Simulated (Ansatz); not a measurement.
## Point defect N on the O site + N on the O site (second shell) + O vacancy in monoclinic HfO2

Level of theory: PBE, PAW (plane waves to 420 eV; Ansatz, a quantum-chemistry and plane-wave program). Set-up: 96-site cell; 2×2×2 shifted k-points; start: the O(1,3-fold) site; O(1,3-fold) 2.58 Å away; O(2,4-fold) 2.55 Å away; no spin–orbit coupling; not converged in cell size; relaxed from one start, so a lower configuration may exist; flagged in the runs: a host whose relaxation on this sampling wasn't shown to rest.

Neighbours after relaxation, in Å: of the emptied site: O 2.21, N 2.29, Hf 2.33, Hf 2.36, Hf 2.40, Hf 2.42; of the N atom: Hf 2.00, Hf 2.04, Hf 2.14; of the N atom: Hf 1.95, Hf 2.00, Hf 2.09, O 2.57.

Formation energies E_f are those of the neutral cell. Chemical conditions: Hf-rich (Δμ(O) = -5.19 eV, Δμ(N) = -3.31 eV, bounded by rock-salt HfN; only phases computed here count, gases as isolated molecules at 0 K). Reference phases: N: N2 molecule in a box, O: O2 molecule in a box.

```tsv
charge	moment (μB)	point group	largest move off a lattice site (Å)	E_f, Hf-rich (eV)
0	not spin-polarised	C1	0.39	4.04
```

Point groups are those of the whole cell at tolerances of 0.03 and 0.1 Å ("near" where only the looser one holds); none is given for unsettled states.

Flagged in the runs: a host whose relaxation on this sampling wasn't shown to rest.

All states together cost around 80 core-minutes (rough).
